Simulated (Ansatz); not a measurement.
The starting structures come from a database of crystals and need not be the phases stable at ambient conditions.

 Where the default PAW files enter, the runs use the earlier of Ansatz's two default sets.

**Evanescent states of SrLi2Ta2O7 (I4/mmm, not sure to be the ambient phase, 12 atoms a cell, 11.7 Å³ an atom) along the normal of (110)**

Method: PBEsol (plane waves, PAW; Ansatz, an electronic-structure program).

The gap is the functional's own. No spin-orbit coupling. Mid-gap values are interpolated on the energy grid.

Energies count from the valence-band top; κ is the least over a 6×4 mesh across the current.

| E (eV) | κ (1/Å) | where |
|---|---|---|
| 0.06 | 0.117 | off Γ |
| 0.18 | 0.197 | off Γ |
| 0.30 | 0.232 | off Γ |
| 0.42 | 0.236 | off Γ |
| 0.54 | 0.238 | off Γ |
| 0.66 | 0.239 | Γ |
| 0.78 | 0.238 | Γ |
| 0.90 | 0.235 | Γ |
| 1.02 | 0.231 | Γ |
| 1.14 | 0.225 | Γ |
| 1.26 | 0.218 | Γ |
| 1.38 | 0.209 | Γ |
| 1.50 | 0.198 | Γ |
| 1.62 | 0.185 | Γ |
| 1.74 | 0.168 | Γ |
| 1.86 | 0.148 | Γ |
| 1.98 | 0.121 | Γ |
| 2.10 | 0.083 | Γ |

Question: How thick must the barrier be to attenuate the transmission by 10^4 when the electrodes' Fermi level lies at 1.02 eV, and what attenuation does that film give at 0.54 eV?

Answer: d = 4 ln 10 / (2 × 0.231) = 19.9 Å. At 0.54 eV it gives 4 × 0.238/0.231 = 4.1 decades.
